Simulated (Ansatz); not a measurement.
O on the 1x1 (0001) surface of hcp Co, ferromagnetic, one in a 2x2 cell: adsorption energies (eV for each) against ½ O2(g) in Ansatz (plane waves, PAW). Structures relaxed with PBE; the other functionals are single points on them, with slab and gas at the same level. No dispersion, zero-point or thermal terms. Rows are starts at which the adsorbate stayed; left out, since it moved away, changed or didn't bind there, or the run didn't converge: bridge Co-Co (span 2.5 Å).

Set-up: 17 atoms, 6.0 Å thick at the start under the adsorbate (thin: gaps and levels are the slab's own); mesh 7x7x1; 0.1 eV smearing; dipole correction on; 8 atoms held, the rest relaxed; each run with such symmetry as its start has; spin-polarised, no spin-orbit, no U, no dispersion correction.

| site | PBE | RPBE |
|---|---|---|
| top Co | -1.09 | -0.95 |
| hollow Co-Co-Co | -2.49 | -2.18 |
| hollow Co-Co-Co over Co at depth 2.0 Å | -2.60 | -2.27 |

RPBE moves the energies by 0.26 eV on average against PBE and puts 'hollow Co-Co-Co over Co at depth 2.0 Å' lowest, as PBE does.

Ansatz is a program for electronic structure.
